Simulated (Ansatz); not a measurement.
Report: zincblende ZnS (F-43m), hydrostatic pressure

Cell and atoms are relaxed with PBEsol to each stress (compression positive); bands and masses by PBE with spin-orbit coupling, rigid bands (plane waves, PAW; Ansatz, a program for electronic structure).

```
ZnS
1.0
    0.00000     2.67826     2.67826
    2.67826     0.00000     2.67826
    2.67826     2.67826     0.00000
Zn S
1 1
Cartesian
  0.00000   0.00000   0.00000
  1.33913   1.33913   1.33913
```

```
stress (GPa)  ln(V/V₀) (%)  gap (eV)  mean mₑ*
------------  ------------  --------  --------
-3.00                 4.16     2.025     0.181
-2.00                 2.69     2.089     0.184
-1.00                 1.30     2.150     0.186
0                        0     2.206     0.189
1.00                 -1.24     2.261     0.191
2.00                 -2.40     2.312     0.194
4.00                 -4.57     2.409     0.198
6.00                 -6.57     2.500      0.20
```

 Masses are conductivity masses at 300 K in electron masses, harmonic means over x, y and z.

Problem. Estimate the bulk modulus from the two loads next to zero.

Solution. B ≈ −Δp/Δln V = 2.00 GPa/2.54 % = 79 GPa (PBEsol), a mean over this interval.

Problem. How fast does the gap move on either side of zero load?

Solution. Under tension, (2.150 − 2.206) eV over -1.00 GPa = 56 meV/GPa, or about -4.3 eV per unit ln V; under compression, (2.261 − 2.206) eV over 1.00 GPa = 55 meV/GPa, or about -4.4 eV per unit ln V. The two slopes part by 1 meV/GPa; gaps are resolved to about 0.01 eV, which allows 20 meV/GPa, so these rows don't tell them apart.

Masses are those of dilute carriers in rigid bands with one relaxation time, without polarons. Third decimals of gaps are kept for the arithmetic. Every relaxation keeps the zincblende phase (space group F-43m under this load), so a transition, a distortion that breaks the symmetry or fracture can't show.
